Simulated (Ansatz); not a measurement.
**Ca3P2: pressure series**

The reference is Ca3P2 (space group Pm-3m, No. 221; a = 5.2421 Å; a cell from a computed database, its experimental status unchecked).

Cell and atoms are relaxed at each pressure.

Level of theory: PBEsol/PAW in Ansatz (a quantum-chemistry and plane-wave program), scalar-relativistic without spin-orbit coupling.

Candidates:
(a) pressure 3 GPa
(b) pressure −2 GPa
(c) pressure 1.5 GPa
(d) pressure −1 GPa

Base values:

| Quantity | Result |
|---|---|
| Band gap | 0.38 eV |

Problem. Order them by band gap, lowest first.

Solution. (b) pressure −2 GPa (0.26 eV), (d) pressure −1 GPa (0.32 eV), (c) pressure 1.5 GPa (0.46 eV), (a) pressure 3 GPa (0.53 eV)

Load acts through the strain it causes; cell and atoms are relaxed under it. No phonon test of stability was made. A zero or small gap of Ca3P2 under pressure −2 GPa can be the functional's error rather than a property of the material.
